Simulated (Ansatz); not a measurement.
L1₂ (Cu3Au-type) Ni3Fe was calculated with BLYP (PAW; Ansatz, a quantum-chemistry and plane-wave program).

Run with plane-wave cutoff 520 eV, 16×16×16 k mesh, Fermi–Dirac smearing 0.05 eV, spin-polarised with parallel moments, scalar-relativistic PAW data made under PBE.

A third-order Birch–Murnaghan fit to the energies gives V0 = 11.662 Å³/atom, B0 = 169 GPa, B′ = 4.8.

| V (Å³/atom) | P (GPa) |
|---|---|
| 10.962 | ___ |
| 11.195 | 7.60 |
| 11.428 | 3.58 |
| 11.662 | 0.00 |
| 11.895 | -3.19 |
| 12.128 | ___ |
| 12.361 | -8.55 |

Problem. Estimate the withheld pressures from this fit; the answers are the runs' own values.

Solution. 
- 10.962, P (GPa): 12.11
- 12.128, P (GPa): -6.03

The formula P = (3/2) B0 (x^(7/3) − x^(5/3)) [1 + (3/4)(B′ − 4)(x^(2/3) − 1)] with x = V0/V meets the computed pressures within 0.04 GPa when these rounded values are put in.

Cost on a shared machine: around 10 core-minutes (rough).
